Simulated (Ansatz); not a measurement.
**Element substitutions in Ge**

Consider Ge in the diamond structure (space group Fd-3m, No. 227; a = 5.676 Å).

Each row replaces one element on all its sites; cell and atoms are relaxed.

Method: Kohn–Sham DFT with the PBEsol functional, run in Ansatz (a program for electronic structure) with PAW and 420 eV plane waves, no SOC.

```
change   band gap  shortest interatomic distance
-------  --------  -----------------------------
base         zero                       245.8 pm
Ge → C          ?                              ?
Ge → Ga      zero                              ?
Ge → Cu      zero                              ?
```

Task: Complete the table.

Result: 
- Ge → C, band gap: 4.03 eV
- Ge → C, shortest interatomic distance: 153.9 pm
- Ge → Ga, shortest interatomic distance: 249.3 pm
- Ge → Cu, shortest interatomic distance: 226.5 pm

Whether these cells are dynamically stable was not tested. As relaxed here, Ga and Cu are hypothetical phases, not in the database extracts checked. All final runs are without spin polarisation. The zero or small gap of Ge can change with the level of theory.
